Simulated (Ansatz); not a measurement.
Consider Ti in the hcp (Mg type) structure (space group P6_3/mmc, No. 194; a = 2.902 Å, c = 4.593 Å; relaxed with 0.1 eV smearing). Axes: x lies along a and z along c of the hexagonal cell.

Perturbation: the symmetric strain tensor [-0.0122 0.0044 0.0238; 0.0044 0.0106 0.0046; 0.0238 0.0046 0.0007]; the atoms relax in the strained cell.

Levels (all Ansatz, a quantum-chemistry and plane-wave program, PAW): PBEsol (420 eV, without spin-orbit coupling); r2SCAN (500 eV, without spin-orbit coupling).

The geometry is relaxed with PBEsol.

| Item | Value |
|---|---|
| PBEsol pressure | 0.1 GPa |

### Question
How does going to r2SCAN change the pressure?

### Answer
The pressure rises by 4.23 GPa, from 0.1 GPa to 4.4 GPa.

Single points use the geometry relaxed with PBEsol. Their cutoffs differ, which shifts pressures a little. No phonon test of stability was made. The final runs are not spin-polarised.
